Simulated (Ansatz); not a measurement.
The reference is WC (space group P-6m2, No. 187; a = 2.8991 Å, c = 2.8268 Å; relaxed with 0.1 eV smearing). Axes: x lies along a and z along c of the hexagonal cell.

Calculations: PBEsol in Ansatz (plane waves to 420 eV, PAW, without spin-orbit coupling).

For the base:

Pressure: 0.0 GPa
Volume per atom: 10.29 Å³

Modification: biaxial strain −0.50 %, plane normal [001], relaxed out of plane (Cartesian); in-plane vectors clamped, the third vector and the atoms free.

Q: What does the calculation give for the pressure after the change?

A: The pressure (mean of the normal stresses, compression positive) goes from zero to 3.1 GPa.

Q: What does the calculation give for the volume per atom after the change?

A: The volume per atom falls by 0.083 Å³, from 10.29 Å³ to 10.20 Å³.

No phonon test of stability was made. All final runs are without spin polarisation.

Ansatz is a program for electronic structure.
